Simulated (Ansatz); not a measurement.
We consider Li2MnO2 (P-3m1, No. 164, 5 atoms in the cell; start mp-19279), described by PBEsol (PAW; Ansatz, an electronic-structure program).

Numerical settings: plane-wave cutoff 500 eV, 18×18×8 k mesh (along the axes of the cell as run), Fermi–Dirac smearing 0.05 eV, spin-polarised start, scalar-relativistic PAW data made under PBE.

Cell (relaxed at this level):

```cif
data_Li2MnO2
_chemical_formula_sum 'Li2 Mn1 O2'
_space_group_name_H-M_alt 'P 1'
_space_group_IT_number 1
_cell_length_a 3.16508
_cell_length_b 3.16508
_cell_length_c 5.23085
_cell_angle_alpha 90.000
_cell_angle_beta 90.000
_cell_angle_gamma 120.000
loop_
_space_group_symop_operation_xyz
  'x, y, z'
loop_
_atom_site_label
_atom_site_type_symbol
_atom_site_fract_x
_atom_site_fract_y
_atom_site_fract_z
_atom_site_occupancy
Li1 Li 0.66667 0.33333 0.36668 1
Li2 Li 0.33333 0.66667 0.63332 1
Mn1 Mn 0.00000 0.00000 0.00000 1
O1 O 0.33333 0.66667 0.24530 1
O2 O 0.66667 0.33333 0.75470 1
```

Estimate the band gap that the calculation returns.


band gap: 0.96 eV (on the SCF k mesh)

Note: the magnetic order was assumed, not searched for or taken from measurement; the relaxation could not lower the start's symmetry, so the cell can be a saddle point above a distorted one.

The computed numbers hold no vibrational or temperature effects.

A start named mp-… is a Materials Project structure, which need not be a measured phase.
